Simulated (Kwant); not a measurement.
Model: Hückel tight-binding model, one pz orbital an atom, one spin, coherent transport at 0 K (Kwant). Conductance is in e²/h.

Model system: π system c1ccc(cc1)-c1ccccc1 between two chain leads. The π system is taken as planar. Atoms are numbered from 0 in the order of the SMILES. Site energies (eV, carbon 0): [0.0, 0.0, 0.0, 0.0, 0.0, 0.0, 0.0, 0.0, 0.0, 0.0, 0.0, 0.0]. Bonds (i, j, β in eV): (0,1,-2.7) (1,2,-2.7) (2,3,-2.7) (3,4,-2.7) (4,5,-2.7) (3,6,-2.7) (6,7,-2.7) (7,8,-2.7) (8,9,-2.7) (9,10,-2.7) (10,11,-2.7) (5,0,-2.7) (11,6,-2.7). Leads: chains of hopping −4.1 eV, joined by −1.4 eV to atoms 0 and 2.

Site energies and bond integrals are typed Hückel values.

Sweep values stay those of the base run.

One input was changed, with this effect: transmission at E = 0 < 1e-12 → 0.0078.

Which change was it?
A. contacts moved from atoms [0, 2] to [2, 7]
B. contacts moved from atoms [0, 2] to [1, 4]
C. contacts moved from atoms [0, 2] to [0, 8]
D. contacts moved from atoms [0, 2] to [1, 7]
E. contacts moved from atoms [0, 2] to [1, 5]
F. contacts moved from atoms [0, 2] to [0, 1]

A, contacts moved from atoms [0, 2] to [2, 7]
